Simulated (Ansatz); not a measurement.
Given:

```
ZnO
1.0
    3.23517     0.00000     0.00000
   -1.61759     2.80174     0.00000
    0.00000     0.00000     5.21152
Zn O
2 2
Direct
  0.66667   0.33333   0.50035
  0.33333   0.66667   0.00035
  0.66667   0.33333   0.87996
  0.33333   0.66667   0.37996
```

The numbers are results of r2SCAN with spin-orbit coupling, rigid bands (plane waves, PAW; Ansatz, an electronic-structure program), not measurements. Geometry: cell and atoms relaxed with r2SCAN.

Problem. What conductivity effective mass do dilute holes have at 300 K?

Solution. 1.82 (x), 1.82 (y), 2.8 (z) mₑ.

Problem. Predict the electron conductivity mass (n e² τ/σ) at 300 K, by direction if it differs.

Solution. 0.21 mₑ.

Problem. And the band gap?

Solution. 1.22 eV at this level; semilocal functionals usually fall short of the measured gap.

Rigid bands, one relaxation time for all states, no polarons.
